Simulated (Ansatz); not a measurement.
The reference is a 9-atom supercell of TiS$_{2}$ in the CdI2 type structure (space group P-3m1, No. 164; a = 3.361 Å, c = 5.522 Å; layered, stacked along the Cartesian z axis) at its relaxed geometry.

Calculations: PBE-D3(BJ) (Ansatz, an electronic-structure program, PAW, spin-orbit coupling left out).

For the base:

```
Property    Value
--------  -------
Pressure  0.0 GPa
```

It is then changed as follows: a neutral S on a Ti site (antisite), atoms relaxed at fixed cell, starting from a slightly rattled geometry.

Tabulated Pauling electronegativity and covalent radius: Ti 1.54, 1.60 Å; S 2.58, 1.05 Å.

### Question
What does the calculation give for the largest displacement of a host atom from its site in the perfect cell after the change?

### Answer
The largest displacement of a host atom from its site in the perfect cell comes out as 0.18 Å.

### Question
What happens to the pressure?

### Answer
The pressure goes from zero to 2.0 GPa.

### Question
What does the calculation give for the shift of the substituted atom off its lattice site after the change?

### Answer
The shift of the substituted atom off its lattice site amounts to 0.41 Å.

The cell is small, so the values are those of an ordered compound at a high defect concentration; dilute-limit values will differ. The final runs are not spin-polarised. The defect cell is not spin-polarised.
